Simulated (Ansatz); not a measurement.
Amorphous Hf$_{18}$O$_{33}$N$_{2}$, 53 atoms at 9.17 g/cm³, one PBE-relaxed geometry, zone centre. Methods: PBE, scalar-relativistic without spin-orbit coupling (Ansatz, a first-principles code); r2SCAN, scalar-relativistic without spin-orbit coupling (Ansatz); HSE06, scalar-relativistic without spin-orbit coupling (Ansatz). Plane waves to 420 eV (r2SCAN 500 eV); exact exchange is cut at the cell's faces. All rungs ran without spin polarisation.

A CHGNet melt-quench gave the starting glass, which DFT then relaxed. O and N atoms were pushed apart under 1.9 Å during the dynamics, to hinder bonds among them. The hot cell started wider than the set density and was brought back towards it in steps. It is the lowest in DFT energy of 2 quenches. It is a model cell: composition and starting density were chosen by hand, and all elements were melted together. No dispersion term was used. Its density started from a set value of 9.17 and ended at 9.17 g/cm³. The simulated quench (nominally 300 K/ps over its main leg) is rapid and tends to freeze in more defects than a deposited or slowly cooled glass has. One small periodic cell is one sample of the glass; other quenches scatter about these values. The volume was held where the preparation left it, at a PBE pressure of 0.9 GPa. Stress components on the final sampling reach 3.3 GPa.

The relaxation ran on the zone centre alone. At PBE the gap is 3.66 eV on a 2×2×2 Γ-centred mesh, and the spacing at the zone centre alone 3.70 eV.

Question: What zone-centre spacing does r2SCAN give, roughly?

Answer: 4.16 eV (+0.46 eV against PBE).

Question: What zone-centre spacing does HSE06 give, roughly?

Answer: 5.10 eV (+1.40 eV against PBE).

The highest filled and the lowest empty state spread over these numbers of atoms (participation numbers): PBE: 10.3 and 16.2; r2SCAN: 9.4 and 16.0; HSE06: 5.2 and 16.2.
